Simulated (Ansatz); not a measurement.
# Pressure series in Sn4Pd

The reference is Sn$_{4}$Pd (space group Ccce, No. 68; a = 6.443 Å, b = 11.422 Å, c = 6.398 Å).

Cell and atoms are relaxed at each pressure.

The values are results of plane-wave PAW DFT at the PBEsol level (Ansatz, a quantum-chemistry and plane-wave program, 420 eV), no spin-orbit coupling, not measurements.

Notes on the quantities. enthalpy: H = E + PV relative to the base's energy.

```
variant              density       enthalpy
----------------  ----------  -------------
base              8.20 g/cm³              –
pressure −2 GPa   7.94 g/cm³  -0.30 eV/atom
pressure −1 GPa          [?]  -0.15 eV/atom
pressure 0.3 GPa         [?]  +0.04 eV/atom
pressure 0.7 GPa         [?]  +0.10 eV/atom
pressure 1.5 GPa  8.37 g/cm³  +0.22 eV/atom
pressure 3 GPa    8.53 g/cm³  +0.43 eV/atom
pressure 5 GPa           [?]  +0.71 eV/atom
pressure 7.5 GPa  8.94 g/cm³  +1.05 eV/atom
pressure 10 GPa   9.15 g/cm³  +1.39 eV/atom
```

Question: Some entries are withheld; estimate them.

Answer: 
- pressure −1 GPa, density: 8.08 g/cm³
- pressure 0.3 GPa, density: 8.24 g/cm³
- pressure 0.7 GPa, density: 8.28 g/cm³
- pressure 5 GPa, density: 8.72 g/cm³

Load acts through the strain it causes; cell and atoms are relaxed under it. No phonon test of stability was made. Competing high-pressure phases were not computed. The final runs are not spin-polarised.
